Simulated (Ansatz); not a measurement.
The parent structure is MgTe in the wurtzite structure (space group P6_3mc, No. 186; a = 4.609 Å, c = 7.500 Å). Axes: x lies along a and z along c of the hexagonal cell.

Level of theory: PBE (Ansatz, an electronic-structure program; PAW; 420 eV plane waves; scalar-relativistic without spin-orbit coupling).

Perturbation: the cell is compressed by 0.60 % along z with no lateral relaxation, atoms relaxed at fixed cell.

Predict the stress tensor and what it implies for the stiffness.

Stress of the strained cell less that of the base (GPa, compression positive):
```
   0.14    0.00    0.00
   0.00    0.14    0.00
   0.00    0.00    0.33
```

Then −Δσ_ii/ε with ε = -0.0060 gives relaxed-ion elastic constants: C33 ≈ 55 GPa.

Stability against distortions was not tested.
